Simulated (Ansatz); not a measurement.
The starting structures come from a database of crystals and need not be the phases stable at ambient conditions.

By PBEsol, the system below comes out a metal.

Consider the following.

```xyz
1
Lattice="2.9499 0.0000 0.0000 -1.4750 2.5547 0.0000 1.4750 0.8516 2.4086" Properties=species:S:1:pos:R:3 pbc="T T T"
Ta     0.0000     0.0000     0.0000
```

Space group of this cell: Fm-3m, fcc (Cu type). The cell is taken as given; by PBEsol its mean pressure is 0.7 GPa.

Level of theory: PBEsol (plane waves, PAW; Ansatz, a quantum-chemistry and plane-wave program).

The current runs along the normal of the first two printed vectors; no spin-orbit coupling. Scaled by the factor s: both lengths across the current (ions clamped). Meshes 28×28×28 and 36×36 across the current in all rows.

| s | mean pressure (GPa) | ballistic conductance per area (both spins) (× 10¹⁵ S/m²) |
|---|---|---|
| 0.98 | 9.5 | 1.61 |
| 1.00 | 0.7 | 1.50 |
| 1.02 | -6.9 | ? |

Q: Take the slope of the ballistic conductance per area (both spins) against ln s from the two given rows, extrapolate to s = 1.02, and say what the run there gives.

A: Slope = (1.61 − 1.50) / ln 0.98 = -5.44 × 10¹⁵ S/m². The line gives 1.50 + (-5.44) × ln 1.02 = 1.39 × 10¹⁵ S/m². The run gives 1.40 × 10¹⁵ S/m², 0.01 × 10¹⁵ S/m² over the line, 7 % of the predicted step.
